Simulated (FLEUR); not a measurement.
**Equation of state of fluorite-structure PtAl2 (space group 225): energy against volume (FLEUR, PBE)**

```xyz
3
Lattice="0.0000 2.9025 2.9025 2.9025 0.0000 2.9025 2.9025 2.9025 0.0000" Properties=species:S:1:pos:R:3 pbc="T T T"
Al     1.4512     1.4512     1.4512
Al     4.3537     4.3537     4.3537
Pt     0.0000     0.0000     0.0000
```

Computed with PBE, all-electron FLAPW (FLEUR), scalar-relativistic valence run with FLEUR. Settings: Kmax = 5.24 1/bohr; GmaxXC = 15.7 1/bohr; xcFunctional = pbe; jspins = 1; l_soc = F; mode = hist; fermiSmearingEnergy = 0.00183747 Htr; mesh (inpgen div1-3) = 12 12 12; inpgen gamma flag = true; Gmax = 15.7 1/bohr; numbands = 0; maxIterBroyd = 15; imix = Anderson; alpha = 0.05; precondParam = 0; minDistance = 1e-05 me/bohr^3. The cell above is the first row's. The rows scale it uniformly. In all rows fractional positions and the k mesh are held. E is the free energy at the stated smearing, counted from the lowest row.

| V (Å^3/atom) | E (meV/atom) |
|---|---|
| 16.301 | 40.98 |
| 16.655 | 20.02 |
| 17.009 | 6.80 |
| 17.364 | 0.35 |
| 17.718 | 0.00 |
| 18.073 | 5.17 |
| 18.427 | 15.23 |
| 18.781 | 29.62 |
| 19.136 | ? |

The 8 complete rows are fitted with the third-order Birch-Murnaghan form, a cubic in V^(-2/3), E against V. With u = V^(-2/3) - 0.148, the rows have u = 0.007545, 0.005333, 0.003198, 0.001131, -0.000862, -0.002796, -0.004661, -0.006468. Least squares gives E = -0.554 - 36.75·u + 724244·u² + 1331404·u³. Residuals (row less fit): 0.010, -0.030, 0.021, 0.017, -0.015, -0.012, 0.013, -0.002; standard error 0.024 (degrees of freedom: 4). Its minimum lies at u = 0.000025, so V0 = (0.148025)^(-3/2) = 17.56. There d²E/du² = 1449000 and d³E/du³ = 7988000, so B0 = (4/9) × 17.56^(-7/3) × 1449000 × 0.160218 = 129 GPa (the last factor turns the table's units into GPa), and B0' = 4 + (2/3) × 0.148025 × (7988000)/1449000 = 4.5.

Problem. What does the fit predict for E at V = 19.136, and how far is the calculated value from it?

Solution. u = -0.008224, so E = -0.554 - 36.75 × (-0.008224) + 724244 × (-0.008224)² + 1331404 × (-0.008224)³ = 47.991 meV/atom. The calculation gives 48.02 meV/atom, 0.029 meV/atom above the prediction (0.1 % of the range of E in the table). The row lies outside the fitted rows, so this is an extrapolation. From the scatter of the fitted rows alone, a prediction at this place has a standard error of 0.058 meV/atom, so the miss is 0.5 times that.

Carrying the step between the two nearest rows on in a straight line would have given 44.05, off by 3.97; series whose last step already gives the withheld value aren't shown. The scan was laid around a cell of about the measured size, scaled by a guess for this functional. The runs keep the symmetry of the cell, so they don't test it for distortions. Spin polarisation is off. Values depend on the basis (sphere radii, cutoffs, local orbitals), which need not be converged. Spin-orbit coupling is off. Cutoffs and mesh are single choices, not tested for convergence of this quantity. Series with a scatter that would blur these digits, or in which a gap closes, are not shown. Nor are scans whose minimum lies at an end fitted in this form.
